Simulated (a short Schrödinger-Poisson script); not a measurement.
From a short Schrödinger-Poisson script (our own, NumPy): one-band effective-mass equation with BenDaniel-Duke matching, electrons, heavy and light holes apart, hard walls at the outer ends, one valence edge for both holes (no strain splitting), no charge, excitons, band mixing or non-parabolicity; under a field the levels are quasi-bound states of a box, listed while three quarters of their weight lies within 4 nm of the wells.

System: single CdTe/Cd0.85Zn0.15Te quantum well.

```csv
layer,material,thickness (nm)
1,Cd0.85Zn0.15Te,20
2,CdTe,4
3,Cd0.85Zn0.15Te,20
```

The device is made up for the run: typed textbook-type constants, with dimensions and the other settings drawn at random. CdTe: direct gap (eV) 1.5, conduction-band edge (eV) 0, electron mass (mₑ) 0.096, heavy-hole mass 0.6, light-hole mass 0.12. Cd0.85Zn0.15Te: direct gap (eV) 1.59, conduction-band edge (eV) 0.072, electron mass (mₑ) 0.1, heavy-hole mass 0.6, light-hole mass 0.13.

The valence-band edge of each layer lies one gap below its conduction-band edge. The electron's potential energy rises along the stack by the applied field. Mesh 0.03 nm at interfaces.

Gate and field steps stay those of the base.

One input was changed, with this effect: e1 above the well's band edge 43.9 → 36.1 meV; e1-hh1 transition at zero applied field 1.553 → 1.549 eV; squared e1-hh1 overlap at zero applied field 0.98 → 0.83.

Which change was it?
A) well width 4 → 2.6 nm
B) conduction-band offset 0.072 → 0.054 eV
C) electron mass in the well 0.096 → 0.082 mₑ

B, conduction-band offset 0.072 → 0.054 eV

Excitons are left out, and strain enters only through the typed gaps and offsets, so measured lines lie elsewhere.
